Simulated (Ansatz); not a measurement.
**corundum (0 0 1) on zinc-blende InSb (1 1 1) (film strained to the substrate, faces as cut)**

A periodic stack without vacuum, corundum (0 0 1) on zinc-blende InSb (1 1 1) (film strained to the substrate, faces as cut): substrate slab In4Sb4, film Al12O18, surface cells [[0, -1], [1, -1]] and [[1, 0], [1, 1]], film strained by -2.4 and -2.4 %, faces In/Sb and Al/Al as cut (like faces can put a slab off its formula).

The start was prepared with a machine-learned potential, and the result is one local minimum, with the in-plane cell held and forces under 0.04 eV/Å; the film can end far from its bulk form.

All values below come from PBE (plane waves to 420 eV, PAW; Ansatz, a quantum-chemistry and plane-wave program). Spin–orbit coupling is left out; the runs are not spin-polarised. Its k-point mesh 6×6×1, Fermi–Dirac width 0.05 eV.

| Property | Value |
|---|---|
| interface area | 19.1 Å² |
| period | 29.27 Å |
| gaps between the outermost planes at the two interfaces | 2.73 and 2.37 Å |
| In–O contacts across the interfaces within 1.22 times the sum of covalent radii | 1, mean 2.41 Å |
| Al–Sb contacts across the interfaces within 1.22 times the sum of covalent radii | 1, mean 2.73 Å |
| two interfaces | unlike, so that offsets are their mean |

```
CELL_PARAMETERS angstrom
      4.69339     0.00013    -0.01710
      2.34684     4.06408     0.06184
     -1.08845     0.86273    29.29489
ATOMIC_POSITIONS crystal
  In 0.31166 0.38826 0.02373
  In 0.70633 0.67651 0.15368
  In 0.09831 0.96044 0.28547
  In 0.49015 0.24511 0.41693
  Sb 0.65998 0.71118 0.05355
  Sb 0.05340 0.99864 0.18569
  Sb 0.44538 0.28269 0.31731
  Sb 0.83700 0.56759 0.44804
  Al 0.57148 0.17879 0.59988
  Al 0.88002 0.53199 0.54142
  Al 0.23455 0.84843 0.59155
  Al 0.93185 0.49052 0.66368
  O  0.23836 0.18519 0.56329
  O  0.55003 0.51475 0.56337
  O  0.56075 0.84122 0.63902
  O  0.94017 0.13792 0.63903
  O  0.26387 0.51731 0.63905
  O  0.87984 0.87346 0.56336
  Al 0.97243 0.45821 0.75717
  Al 0.27281 0.81792 0.68096
  Al 0.63040 0.13235 0.73815
  Al 0.33097 0.76989 0.81869
  O  0.64340 0.48010 0.71492
  O  0.96112 0.77700 0.71504
  O  0.96533 0.11543 0.79105
  O  0.34113 0.42375 0.79084
  O  0.65645 0.79762 0.79134
  O  0.25830 0.16157 0.71500
  Al 0.37714 0.74172 0.91326
  Al 0.67073 0.09924 0.82937
  Al 0.03707 0.40886 0.90323
  Al 0.71533 0.07106 0.91991
  O  0.03078 0.76872 0.86847
  O  0.37396 0.06838 0.86882
  O  0.37039 0.40327 0.94261
  O  0.73628 0.71126 0.93994
  O  0.06324 0.07634 0.94083
  O  0.66639 0.42042 0.86932
```
